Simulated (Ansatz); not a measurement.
Take Cu in the fcc (Cu type) structure (space group Fm-3m, No. 225; relaxed with 0.1 eV smearing) as the base.

```xyz
1
Lattice="0.0000 1.7884 1.7884 1.7884 0.0000 1.7884 1.7884 1.7884 0.0000" Properties=species:S:1:pos:R:3 pbc="T T T"
Cu     0.0000     0.0000     0.0000
```

Cartesian axes are those of the cell as printed.

The values are results of r2SCAN (Ansatz, a program for electronic structure; PAW; 500 eV plane waves; no spin-orbit coupling), not measurements.

One thing is altered: tensor shear ε_xy = −1.52 % (engineering shear γ = -0.0304), atoms relaxed at fixed cell.

Problem. Predict the stress tensor and what it implies for the stiffness.

Solution. Stress of the strained cell less that of the base (GPa, compression positive):
```
    0.3     2.8     0.0
    2.8     0.3     0.0
    0.0     0.0     0.0
```

Then −Δσ/γ with γ = 2ε = -0.0304 gives secant stiffness values (nonlinear terms included at this strain): C66 ≈ 92 GPa.

Stability against distortions was not tested. The final runs are not spin-polarised.
